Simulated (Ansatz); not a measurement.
Defect migration in zinc-blende BN: O-vacancy pair (O on one host N site, one N site vacant), neutral cell. The step: one N atom jumps into the vacancy from a nearby N site (O-vacancy distance between ideal sites 2.56 Å throughout) (strongly reconstructed ends); the atom moves 2.59 Å along (-0.51, 0.51, 0.00) of the unit cell; the moving atom starts with neighbours B at 1.52, 2 B at 1.57, B at 1.58 Å and ends with B at 1.52, 2 B at 1.57, B at 1.58 Å. DFT values are from Ansatz (plane-wave PAW, 420 eV unless said) in a cell of 64 host sites, spin-restricted, static, with no finite-size correction. The charge state is imposed; whether it is stable for some Fermi level was not computed. Forms of the defect that were not tried may lie lower. For the PBE band: the saddle point's order was not checked, and it lies on a symmetry element of the cell, where a band can be held.

| Level | Forward barrier (eV) | Cost of the band or of the saddle's single point |
|---|---|---|
| PBE, a 2×2×2 k-point mesh shifted by half a step, band relaxed | 5.83 | about 30 core-minutes (a rough figure) |
| PBE, a 3×3×3 k-point mesh shifted by half a step, same geometries | 5.83 | about 100 core-seconds (a rough figure) |
| r2SCAN at 500 eV, a 2×2×2 k-point mesh shifted by half a step, same geometries | (withheld) | roughly 80 core-seconds |

Problem. What belongs in the gaps?

Solution. 
- r2SCAN at 500 eV, a 2×2×2 k-point mesh shifted by half a step, same geometries, Forward barrier (eV): 6.06

Ansatz is an electronic-structure program.
